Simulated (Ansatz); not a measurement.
Partial pair distribution functions of a relaxed model of amorphous Si$_{48}$O$_{48}$, broadened by 0.06 Å; density 2.17 g/cm³. Computed with PBE, scalar-relativistic without spin-orbit coupling (plane waves to 420 eV, PAW; Ansatz, a program for electronic structure). The usual formal charges leave 96 electrons over, so the level spacing at the Fermi energy parts defect or band states and needn't be the band gap.

Preparation: random packing, a CHGNet melt and quench, and a DFT relaxation. O atoms were pushed apart under 1.9 Å during the dynamics, to hinder bonds among them. The hot cell started wider than the set density and was brought back towards it in steps. It is the lowest in DFT energy of 8 quenches. It is a model cell: composition and starting density were chosen by hand, and all elements were melted together. No dispersion term was used. Its density started from a set value of 2.17 and ended at 2.17 g/cm³. Cooling (nominally 100 K/ps over its main leg) ran many orders faster than in experiment, which tends to leave more defects and strain. A cell of this size samples the disorder only roughly. The volume was held where the preparation left it and the shape relaxed, at a PBE pressure of -0.4 GPa (tension). Stress components on the final sampling reach 0.6 GPa. On a 2×2×2 Γ-centred mesh force components of up to 0.23 eV/Å stay, since the relaxation ran on the zone centre alone. Cycles of charging lowered its energy after that relaxation.

```
r (Å)  g Si-O  g Si-Si  g O-O
-----  ------  -------  -----
1.40     0.01     0.00   0.00
1.50     0.83     0.00   0.00
1.60     9.11     0.00   0.00
1.70     8.58     0.00   0.00
1.80     1.07     0.00   0.00
1.90     0.18     0.00   0.00
2.00     0.04     0.00   0.00
2.10     0.00     0.02   0.00
2.20     0.00     0.48   0.00
2.30     0.00     2.46   0.04
2.40     0.00     3.37   0.15
2.50     0.03     1.91   0.90
2.60     0.05     0.87   4.91
2.70     0.01     0.31   6.28
2.80     0.05     0.28   2.27
2.90     0.31     0.80   0.66
3.00     0.53     1.34   0.45
3.10     0.77     1.49   0.50
3.20     1.10     1.44   0.82
3.30     1.34     0.87   0.76
3.40     1.48     0.58   0.50
3.50     1.41     0.48   0.79
3.60     1.20     0.53   0.83
3.70     1.01     0.79   0.76
3.80     1.08     0.66   0.84
3.90     1.50     0.67   0.73
4.00     1.32     0.80   0.71
4.10     1.32     1.08   0.83
4.20     1.30     1.19   0.74
4.30     1.17     1.00   0.91
4.40     0.86     0.94   1.00
4.50     0.57     0.80   0.96
4.60     0.78     0.98   1.38
4.70     0.95     1.28   1.32
4.80     0.98     1.36   1.11
4.90     0.78     1.18   1.10
5.00     0.91     0.99   1.13
5.10     0.97     1.12   1.17
5.20     0.86     1.19   0.99
5.30     0.84     0.98   1.06
5.40     0.92     0.92   1.04
5.50     1.06     0.87   0.99
5.60     1.21     0.94   0.89
5.70     1.15     1.17   0.94
```

Within 2.04 Å each Si has 2.02 O neighbours on average.
